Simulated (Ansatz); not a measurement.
Consider CsPbBr3 in the cubic perovskite structure (space group Pm-3m, No. 221; a = 6.0028 Å).

Method: plane-wave PAW DFT at the PBE level (Ansatz, a program for electronic structure, 420 eV), spin-orbit coupling left out, earlier PAW set.

For the base:

The gap between the host's bands is 1.79 eV.

Modification: electron doping at 5.0×10^21 cm⁻³ (1.08 per cell), with a uniform compensating background at fixed cell and a 300 K Fermi–Dirac width.

### Question
Estimate the effect on the gap between the host's bands and Fermi level from band edge.

### Answer
The gap between the host's bands goes up by 0.03 eV to 1.82 eV; the Fermi level relative to the doped band's edge (positive inside the band; to 0.05 eV) amounts to +0.80 eV.

Carriers are added with a uniform compensating background; total energy and stress of such cells depend on the potential's zero and are not compared; many-body gap narrowing is missing at this level. With Pb present, leaving out spin-orbit coupling can change the band edges. Stability against distortions was not tested. Many cubic perovskites are stable only at high temperature; tilts and polar distortions were not tested. This is not the structure that CsPbBr3 has at room temperature and ambient pressure.
